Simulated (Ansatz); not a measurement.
Take Hf in the hcp (Mg type) structure (space group P6_3/mmc, No. 194; a = 3.117 Å, c = 4.950 Å; relaxed with 0.1 eV smearing) as the base. Axes: x lies along a and z along c of the hexagonal cell.

Structures relaxed with DFT with LDA, PAW potentials and a 420 eV plane-wave cutoff in Ansatz (a program for electronic structure), spin-orbit coupling left out.

Base:

Simulated powder pattern, Cu Kα1, λ = 1.54056 Å (kinematic, ideal powder, no thermal factors, no anomalous dispersion; the 8 strongest lines at most, above 2 %, up to 2θ = 90°):

| 2θ (°) | I/Imax (%) | hkl |
|---|---|---|
| 33.16 | 24 | (100) |
| 36.27 | 25 | (002) |
| 37.93 | 100 | (101) |
| 49.95 | 16 | (102) |
| 59.23 | 19 | (110) |
| 66.34 | 20 | (103) |
| 71.47 | 22 | (112) |
| 72.52 | 16 | (201) |

One thing is altered: tensile biaxial strain of 1.50 % in the plane normal to [001], as in epitaxy on a mismatched substrate; the out-of-plane cell vector and the atoms relax.

Task: Predict the new powder pattern.

Result: 
Simulated powder pattern, Cu Kα1, λ = 1.54056 Å (kinematic, ideal powder, no thermal factors, no anomalous dispersion; the 8 strongest lines at most, above 2 %, up to 2θ = 90°):

```json
[
 {"2θ (°)": "32.65", "I/Imax (%)": "24", "hkl": "(100)"},
 {"2θ (°)": "36.68", "I/Imax (%)": "24", "hkl": "(002)"},
 {"2θ (°)": "37.58", "I/Imax (%)": "100", "hkl": "(101)"},
 {"2θ (°)": "49.91", "I/Imax (%)": "15", "hkl": "(102)"},
 {"2θ (°)": "58.27", "I/Imax (%)": "19", "hkl": "(110)"},
 {"2θ (°)": "66.65", "I/Imax (%)": "19", "hkl": "(103)"},
 {"2θ (°)": "70.86", "I/Imax (%)": "22", "hkl": "(112)"},
 {"2θ (°)": "71.44", "I/Imax (%)": "16", "hkl": "(201)"}
]
```

The indices refer to the base's conventional cell; one index is shown for lines that coincide.

Stability against distortions was not tested. The final runs are not spin-polarised.
